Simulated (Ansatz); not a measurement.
Results of PBE (Ansatz, an electronic-structure program, PAW) for Pt₃GaC (model structure, started from the Ni3MgC type, Pm-3m, No. 221, 5 atoms in the cell).

Settings: plane-wave cutoff 520 eV, 14×14×14 k mesh, Fermi–Dirac smearing 0.05 eV, scalar-relativistic PAW data made under PBE.

Cell (relaxed at this level):

```cif
data_CGaPt3
_chemical_formula_sum 'Ga1 Pt3 C1'
_space_group_name_H-M_alt 'Pm-3m'
_space_group_IT_number 221
_space_group_name_Hall '-P 4 2 3'
_cell_length_a 4.19570
_cell_length_b 4.19570
_cell_length_c 4.19570
_cell_angle_alpha 90.000
_cell_angle_beta 90.000
_cell_angle_gamma 90.000
loop_
_atom_site_label
_atom_site_type_symbol
_atom_site_symmetry_multiplicity
_atom_site_Wyckoff_symbol
_atom_site_fract_x
_atom_site_fract_y
_atom_site_fract_z
_atom_site_occupancy
Ga1 Ga 1 a 0.00000 0.00000 0.00000 1
Pt1 Pt 3 c 0.00000 0.50000 0.50000 1
C1 C 1 b 0.50000 0.50000 0.50000 1
```

Predict the bulk modulus.


- bulk modulus = 192 GPa

The run finds no gap.

Note: the bulk modulus is −V dP/dV from two relaxed cells at ±2 % in volume; the relaxation could raise the start's symmetry but not lower it, so the cell can be a saddle point.

Spin–orbit coupling is not included; it can open a gap where bands touch, and shift volumes and moduli.

Computed values are for the static lattice.

Computing time: roughly 50 core-seconds.

A model structure was made by putting elements into a prototype or built by hand; it is no filed structure, need not be a known phase, and can be a saddle point held by its symmetry.
